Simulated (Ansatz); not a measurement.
**A computed series for InP: point defects**

Consider an 8-atom supercell of InP in the zinc blende structure (space group F-43m, No. 216; a = 5.907 Å) at its relaxed geometry.

One neutral defect a cell, atoms relaxed at fixed cell.

Level of theory: r2SCAN/PAW in Ansatz (a first-principles code), no spin-orbit coupling, earlier PAW set.

```csv
case,largest displacement of a host atom from its site in the perfect cell,pressure
perfect supercell,–,0.0 GPa
"P interstitial (started 2.56 Å from the nearest host atom), symmetric start",0.00 Å,7.0 GPa
In interstitial (started 2.41 Å from the nearest host atom),0.11 Å,12.3 GPa
"Ir on a In site, symmetric start",0.27 Å,-4.5 GPa
"P vacancy, symmetric start",0.09 Å,-2.5 GPa
Rh on a P site,0.05 Å,0.9 GPa
```

Other magnetic orders, which the real material may have, were not ruled out. In so small a cell the defect repeats every few ångströms: this is an ordered compound, not a dilute defect. A case with no gap was solved on a k-mesh chosen for an insulator, which is coarse for it. Defects with a symmetric start kept the site's symmetry and may sit on a saddle; the others started slightly shaken. Seeded moments were not kept for In interstitial (started 2.41 Å from the nearest host atom), Ir on a In site, P vacancy and Rh on a P site.
